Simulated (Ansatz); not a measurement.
Sb2O3 (Fd-3m, No. 227), treated with r²SCAN+rVV10 (Ansatz, a quantum-chemistry and plane-wave program, PAW).

Settings: plane-wave cutoff 500 eV, 6×6×6 k mesh, Fermi–Dirac smearing 0.05 eV, scalar-relativistic PAW data made under PBE.

Computed at the level's own relaxed cell.

### Question
Give the computed equilibrium volume per atom, lattice constant a and band gap.

### Answer

- equilibrium volume per atom = 17.07 Å³/atom
- lattice constant a = 11.094 Å
- band gap = 3.40 eV (on the SCF k mesh)

Note: the relaxation could not lower the start's symmetry, so the cell can be a saddle point above a distorted one.

Spin–orbit coupling is not included.
